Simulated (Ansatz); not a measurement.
Consider Pd vacancy in fcc Pd, neutral cell. Method: PBE, PAW (plane waves to 420 eV; Ansatz, an electronic-structure program).

Cell of 32 host sites held at the relaxed PBE lattice; a 2×2×2 k-point mesh shifted by half a step; Fermi-Dirac width 0.10 eV, spin-restricted; finite-size errors left in. No zero-point or tunnelling terms. Forms of the defect that were not tried may lie lower.

Barriers: single points on a 4×4×4 k-point mesh shifted by half a step at the bands' geometries (they differ from the bands' own by up to 0.06 eV, and are uncertain by about as much).

Relaxed starting cell (atoms counted from 1):

```
Pd
1.0
    7.88738     0.00000     0.00000
    0.00000     7.88738     0.00000
    0.00000     0.00000     7.88738
Pd
31
Direct
  0.99946   0.00001   0.50161
  0.99971   0.50002   0.00150
  0.99953   0.49999   0.50157
  0.49952   0.99999   0.00165
  0.49972   0.99999   0.50152
  0.49946   0.50002   0.00159
  0.49963   0.50000   0.50151
  0.99956   0.24608   0.24776
  0.99958   0.24611   0.75527
  0.99954   0.75386   0.24783
  0.99961   0.75398   0.75533
  0.49956   0.24875   0.25019
  0.49952   0.24875   0.75297
  0.49961   0.75122   0.25018
  0.49961   0.75124   0.75297
  0.24563   0.00002   0.24775
  0.24574   0.99988   0.75534
  0.24829   0.49992   0.25037
  0.24837   0.50010   0.75273
  0.75358   0.00011   0.24754
  0.75347   0.99997   0.75560
  0.75088   0.49988   0.25023
  0.75080   0.50009   0.75288
  0.24547   0.24598   0.00148
  0.24848   0.24872   0.50160
  0.24552   0.75404   0.00166
  0.24848   0.75124   0.50149
  0.75359   0.24615   0.00149
  0.75065   0.24875   0.50168
  0.75366   0.75392   0.00163
  0.75066   0.75122   0.50150
```

End state 1 differs by these moves (Å; atoms that move under 0.08 Å are left out):

| atom | element | Δx | Δy | Δz |
|---|---|---|---|---|
| 10 | Pd | 0.00 | 1.90 | -1.90 |

Task: Predict the forward and backward barriers to end state 1 from PBE, PAW.

Result: forward 0.99 eV, backward 0.99 eV; at the saddle point atom 10 has neighbours 4 Pd at 2.56, 4 Pd at 3.04 Å. The saddle point's order was not checked, and it lies on a symmetry element of the cell, where a band can be held.
